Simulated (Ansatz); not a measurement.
# Response to strain in TiS2

The parent structure is TiS2 in the CdI2 type structure (space group P-3m1, No. 164; a = 3.2972 Å, c = 5.3370 Å; layered, stacked along the Cartesian z axis; relaxed with 0.1 eV smearing). Axes: x lies along a and z along c of the hexagonal cell.

Strains are applied to the cell and any free atomic positions relax; under biaxial strain the out-of-plane vector relaxes too; under stress the whole cell relaxes.

The values are results of PBEsol-D3(BJ) (Ansatz, a first-principles code), scalar-relativistic without spin-orbit coupling, not measurements.

Notes on the quantities. pressure: mean of the normal stresses, compression positive; energy relative to the base: free energy F.

| case | pressure | shortest interatomic distance | energy relative to the base | space group |
|---|---|---|---|---|
| base | 0.0 GPa | 238.4 pm | 0 meV/atom | P-3m1 (No. 164) |
| biaxial strain +1.52 %, plane normal [001], relaxed out of plane | -1.8 GPa | 239.5 pm | – | P-3m1 (No. 164) |
| isotropic strain +0.91 % | -1.6 GPa | 239.3 pm | +2.3 meV/atom | P-3m1 (No. 164) |
| isotropic strain +1.90 % | -3.0 GPa | 240.2 pm | +9.6 meV/atom | P-3m1 (No. 164) |
| isotropic strain +3.98 % | -5.4 GPa | 242.0 pm | +39 meV/atom | P-3m1 (No. 164) |
| uniaxial strain ε_xx = +0.39 % | -0.2 GPa | 238.4 pm | +0.1 meV/atom | C2/m (No. 12) |
| uniaxial strain ε_zz = +1.07 % | -0.4 GPa | 238.6 pm | +0.5 meV/atom | P-3m1 (No. 164) |
| uniaxial strain ε_zz = +3.84 % | -1.2 GPa | 239.0 pm | +6.0 meV/atom | P-3m1 (No. 164) |
| uniaxial stress, 0.5 GPa tension along z | – | 238.5 pm | +0.1 meV/atom | P-3m1 (No. 164) |
| tensor shear ε_yz = +1.59 % | 0.1 GPa | 238.2 pm | +1.6 meV/atom | C2/m (No. 12) |

Beyond what the load breaks, stability against distortions was not tested. All final runs are without spin polarisation.
